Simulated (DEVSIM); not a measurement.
Structure: Schottky contact on p-type Ge, at 400 K.

| layer (left to right) | material | thickness (μm) | Na (cm⁻³) | τn (s) | τp (s) |
|---|---|---|---|---|---|
| 1 | Ge | 1.60 | 3.8e15 | 6e-6 | 6e-6 |
| 2 | Ge | 46.0 | 1.3e18 | 6e-6 | 6e-6 |

Left contact: Schottky, work function 4.174 eV, emission velocity 1.7e6 cm/s. Right contact: ohmic. Voltage is applied to the left contact. Recombination: SRH at mid-gap, Auger. Mobility is μmin + (μ − μmin)/(1 + (N/Nref)^α).

Constants are typed, rounded textbook-type inputs, not results; the design itself was drawn at random and stands for no fabricated device. Values at 300 K; Nc and Nv go as T^1.5, mobilities as T to minus their exponent, the gap by Varshni's rule with the affinity fixed.

| parameter | Ge |
|---|---|
| gap (eV) | 0.664 |
| affinity (eV) | 4 |
| permittivity | 16 |
| Nc (cm⁻³) | 1.04e19 |
| Nv (cm⁻³) | 6e18 |
| μn (cm²/Vs) | 3900 |
| μp (cm²/Vs) | 1900 |
| μn,min | 150 |
| μp,min | 100 |
| Nref,n | 2.6e17 |
| Nref,p | 4e17 |
| αn | 0.56 |
| αp | 0.6 |
| T exponent of μn | 1.66 |
| T exponent of μp | 2.33 |
| Cn (cm⁶/s) | 1e-31 |
| Cp (cm⁶/s) | 1e-31 |
| Varshni α (eV/K) | 0.000477 |
| Varshni β (K) | 235 |

DEVSIM, 1D drift-diffusion, Boltzmann statistics, complete ionisation; no tunnelling, impact ionisation, image-force lowering or self-heating. Metal contacts follow the ideal Schottky-Mott rule: no Fermi-level pinning, no interface dipoles.

Base results: dark forward voltage at 100 A/cm² (V) 0.124; potential step across the device at zero bias (V) 0.382.

### Question
What follows from this one change: thickness of layer 1 1.6 → 8 μm?

### Answer
dark forward voltage at 100 A/cm² 0.124 → 0.158 V; potential step across the device at zero bias little changed (0.382 V).

### Question
What follows from this one change: metal work function 4.174 → 4.274 eV?

### Answer
dark forward voltage at 100 A/cm² 0.124 → 0.055 V; potential step across the device at zero bias 0.382 → 0.282 V.

### Question
What follows from this one change: metal work function 4.174 → 3.974 eV?

### Answer
dark forward voltage at 100 A/cm² 0.124 → 0.304 V; potential step across the device at zero bias 0.382 → 0.582 V.

### Question
What follows from this one change: constant mobility in place of the doping-dependent one?

### Answer
dark forward voltage at 100 A/cm² 0.124 → 0.119 V; potential step across the device at zero bias little changed (0.382 V).
